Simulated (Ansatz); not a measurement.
Start from GaAs in the zinc blende structure (space group F-43m, No. 216; a = 5.659 Å). Axes: x, y, z lie along the cube axes.

Modification: the cell is compressed by 1.97 % along x with no lateral relaxation; the atoms relax in the strained cell.

Levels (all Ansatz, a program for electronic structure, PAW): PBEsol (420 eV, no SOC); HSE06+SOC (420 eV, spin-orbit coupling included).

The geometry is relaxed with PBEsol.

| Quantity | Value |
|---|---|
| PBEsol lowest conduction level above the VBM at special points | Γ 0.49 eV; N 0.90 eV; M 1.17 eV |
| PBEsol valence-band top at Γ | 0.00, -0.11, -0.11 eV |

Question: How does going to HSE06+SOC change the lowest conduction level above the VBM at special points and valence-band top at Γ?

Answer: The lowest conduction level above the VBM at special points goes from Γ 0.49 eV; N 0.90 eV; M 1.17 eV to Γ 1.40 eV; N 1.64 eV; M 1.77 eV; the valence-band top at Γ (three highest Kramers pairs, from the VBM) goes from 0.00, -0.11, -0.11 eV to 0.00, -0.09, -0.42 eV.

Single points use the geometry relaxed with PBEsol. Differences between runs with and without spin-orbit coupling are approximate. The levels and masses belong to the bands next to the band gap. Whether these cells are dynamically stable was not tested. Labels are those of the standard path for the cell's own space group.
